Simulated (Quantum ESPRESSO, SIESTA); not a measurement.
**One structure in several programs: CdCo3N (Pm-3m, 5 atoms in the cell)**

Self-consistent single point.

```xyz
5
Lattice="3.8550 0.0000 0.0000 0.0000 3.8550 0.0000 0.0000 0.0000 3.8550" Properties=species:S:1:pos:R:3 pbc="T T T"
Cd     0.0000     0.0000     0.0000
Co     1.9275     1.9275     0.0000
Co     0.0000     1.9275     1.9275
Co     1.9275     0.0000     1.9275
N      1.9275     1.9275     1.9275
```
Moments meant for the start (each program seeds them in its own way; μB, in the order of the atoms Cd Co Co Co N): 0.0 3.0 3.0 3.0 0.0.

Shared settings, as Quantum ESPRESSO writes them: occupations = smearing; smearing = gauss; degauss = 0.0099958 Ry; noncolin = true; lspinorb = true; K_POINTS = automatic 6 6 6 0 0 0. Potentials and cutoffs stand in the table.

```tsv
code	model	pressure (GPa)	size of the net moment (μB/atom)	cutoff
Quantum ESPRESSO	PBEsol, spin-orbit coupling, PseudoDojo fully relativistic norm-conserving (PBESOL) pseudopotentials	-10.30	0.66	105 Ry
SIESTA	GGA PBEsol with spin-orbit coupling, numerical atomic orbitals DZP, PseudoDojo PBEsol fully relativistic norm-conserving potentials (rewritten from UPF to PSML)	–	0.67	grid 400 Ry
```

A dash marks a value that a program does not give, or that is left out as unsure.

The spread over the programs that give each value: size of the net moment within 0.01 μB/atom.

SIESTA uses small atom-centred bases, whose incompleteness enters pressures, forces and empty levels differently from a plane-wave cutoff.

The starting cell comes from a database of computed structures (which also holds hypothetical and non-ambient phases and stackings), without a prior relaxation at this level.

Left out of this page: Ansatz (with a known weakness of the program).
